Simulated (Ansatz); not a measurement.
```
CELL_PARAMETERS angstrom
      3.84920     0.00000    -0.00058
      0.00000     3.84919     0.00038
      0.00078     1.92506    27.24295
ATOMIC_POSITIONS crystal
  S  0.17372 0.50103 0.08426
  S  0.17326 0.40077 0.28404
  S  0.67328 0.95087 0.18417
  S  0.17365 0.30138 0.48386
  S  0.67344 0.85096 0.38392
  Zn 0.17320 0.97604 0.13410
  Zn 0.67401 0.52772 0.03142
  Zn 0.17336 0.87575 0.33401
  Zn 0.67323 0.42584 0.23409
  Zn 0.17382 0.77523 0.53676
  Zn 0.67358 0.32587 0.43399
  Ir 0.67419 0.20582 0.67627
  Ir 0.17418 0.70562 0.67660
  Ir 0.17413 0.23995 0.60810
  Ir 0.67412 0.73998 0.60798
  Ir 0.67433 0.13389 0.81990
  Ir 0.17431 0.63382 0.82000
  Ir 0.17425 0.16981 0.74812
  Ir 0.67428 0.66973 0.74831
  Ir 0.67445 0.06360 0.96017
  Ir 0.17444 0.56370 0.96008
  Ir 0.17442 0.09787 0.89182
  Ir 0.67436 0.59794 0.89163
```

The first 11 atoms are the substrate (ZnS-zb), the rest the film (Ir).

These are PBE (plane waves to 420 eV, PAW; Ansatz, an electronic-structure program) values and carry that method's errors. No spin–orbit coupling; the runs are not spin-polarised; PBE gaps are too small against experiment. Its k-point mesh 8×8×1, Fermi–Dirac width 0.05 eV.

Task: Describe the bonding at the interfaces and give the barriers.

Result: A periodic stack without vacuum, fcc Ir (0 0 1) on zinc-blende ZnS (0 0 1) (film strained to the substrate, started from cuts of the bulks and a machine-learned relaxation; slabs S5Zn6 and Ir12, which can lie off the formulas): substrate slab S5Zn6, film Ir12, surface cells [[1, 0], [1, 1]] and [[0, -1], [2, 1]], film strained by -0.6 and -0.6 %, outermost planes Zn/Zn and Ir/Ir as cut, which need not be the usual terminations and can put a slab off its formula.
- interface area = 14.8 Å²
- period = 27.24 Å
- heights between the nearest atoms of the two slabs at the two interfaces = 1.94 and 1.94 Å
- Ir–Zn contacts across the interfaces within 1.22 times the sum of covalent radii = 8, mean 2.73 Å
- hole barrier (PBE) = 0.80 eV
- electron barrier (PBE) = 1.21 eV
